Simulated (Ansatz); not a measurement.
# KFe2Se2 under a change: isotropic strain −0.18 %

The parent structure is KFe$_{2}$Se$_{2}$ (space group I4/mmm, No. 139; a = 3.676 Å, c = 14.643 Å; ferromagnetic; a cell from a computed database, its experimental status unchecked).

Modification: every lattice vector is shortened by 0.18 %; the atoms relax in the strained cell.

Calculations: PBEsol/PAW in Ansatz (an electronic-structure program), no spin-orbit coupling. k-mesh 16×16×16 (Γ-centred); smearing 0.05 eV (Fermi–Dirac).

The shortest interatomic distance hardly moves (2.445 Å against 2.443 Å) and the energy is nearly the same. The pressure (mean of the normal stresses, compression positive) goes from zero to 0.3 GPa and the band gap stays zero. The magnetic state is still ferromagnetic.

Cost of the whole job for the changed cell (relaxation, final SCF and bands): very roughly 10 core-minutes.

Other magnetic orders, which the real material may have, were not ruled out. No phonon test of stability was made.
